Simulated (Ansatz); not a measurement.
## Au under a change: biaxial strain +3.00 %, plane normal [001], relaxed out of plane

The reference is Au in the fcc (Cu type) structure (space group Fm-3m, No. 225; a = 4.0830 Å; relaxed with 0.1 eV smearing). Axes: x, y, z lie along the cube axes.

The change: biaxial strain +3.00 %, plane normal [001], relaxed out of plane (Cartesian); in-plane vectors clamped, the third vector and the atoms free.

Method: DFT with PBEsol, PAW potentials and a 420 eV plane-wave cutoff in Ansatz (a first-principles code), spin-orbit coupling left out. Γ-centred 28×28×28 mesh, Fermi–Dirac width 0.1 eV.

```csv
quantity,base,changed,shift
space group,Fm-3m (No. 225),I4/mmm (No. 139),–
shortest interatomic distance,2.887 Å,2.858 Å,-0.0295 Å
energy relative to the base (free energy F),0 meV/atom,+5.0 meV/atom,+5.0 meV/atom
"pressure (mean of the normal stresses, compression positive)",0.0 GPa,-0.8 GPa,-0.8 GPa
band gap,zero,zero,–
out-of-plane strain,–,-5.21 %,–
ratio −ε⊥/ε∥,–,1.74,–
mean in-plane stress (compression positive),–,-1.2 GPa,–
```

Final structure (turned so that z lies along the plane normal):

```
Au
1.0
    2.97371     0.00000     0.00000
    0.00000     2.97371     0.00000
    1.48685    -1.48685     1.93503
Au
1
Direct
  0.00000   0.00000   0.00000
```

No phonon test of stability was made.
